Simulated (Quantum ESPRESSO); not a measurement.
Quantum ESPRESSO 7.5, DFT, PBE, plane waves, PseudoDojo 0.5 standard norm-conserving PBE (local tails restored to the Coulomb form): diamond-structure Si with 3 B on Si sites, atoms displaced (Si13B3), unrelaxed at the host's lattice constant, 16 atoms. Basis and mesh were picked for this test and aren't claimed converged.

```yaml
cell: 7.68, 7.68, 7.68 Å; 60, 60, 60°
distance_to_the_nearest_atom: 2.16 to 2.38 Å
task: scf
k mesh: 2×2×2
ecutwfc: 76 Ry
ecutrho: 304 Ry
occupations: smearing
smearing: gaussian
degauss: 0.005 Ry
conv_thr: 1.6e-08 Ry
tprnfor: true
tstress: false
k-point pools (-nk): 8
diagonalization: david (default)
k-points computed: 8
bands: 37
electrons: 61
G-vectors of the density: 193673
FFT grid: 81×81×81
```

Settings of this run: mixing_mode = TF, mixing_beta = 0.1, mixing_ndim = 8; 8 ranks.

| SCF iteration | band solver's avg # of iterations (first pass) | estimated scf accuracy (Ry) |
|---|---|---|
| 1 | 3.0 | 0.56680404 |
| 2 | 1.0 | 0.48167829 |
| 3 | 2.0 | 0.06724493 |
| 4 | 11.8 | 0.05875918 |
| 5 | 1.1 | 0.04973362 |
| 6 | 2.0 | 0.00958095 |
| 7 | 5.2 | 0.00626247 |
| 8 | 3.4 | 0.00102684 |
| 9 | 8.4 | 0.00256930 |
| 10 | 1.0 | 0.00143435 |
| 11 | 2.0 | 0.00037476 |
| 12 | 1.1 | 0.00026871 |
| 13 | 3.9 | 0.00001002 |
| 14 | 4.2 | 0.00001030 |
| 15 | 1.6 | 0.00001190 |
| 16 | 3.4 | 0.00000177 |
| 17 | 4.0 | 0.00000400 |
| 18 | 1.0 | 0.00000293 |
| 19 | 1.0 | 0.00000327 |
| 20 | 1.0 | 0.00000232 |
| 21 | 1.0 | 0.00000157 |
| 22 | 1.0 | 0.00000165 |
| 23 | 2.0 | 0.00000033 |
| 24 | 2.2 | 0.00000013 |
| 25 | 3.5 | 0.00000008 |
| 26 | 3.1 | 0.00000004 |
| 27 | 2.0 | 6.5E-09 |

It converged after 27 SCF iterations.

### Question
Which change of one setting makes this cycle converge in far fewer steps?

### Answer
One answer among several that fit: mixing_beta = 0.7 (11 SCF iterations) or mixing_beta = 1 (12 SCF iterations) or mixing_beta = 0.4 (14 SCF iterations), all else kept. The other changes of this size gave: mixing_beta = 0.2 (19); mixing_mode = plain (20); mixing_mode = local-TF (20). The first change moves the result by: energy equal as printed, forces (largest component) 0.23 meV/Å. Counts are of single runs.
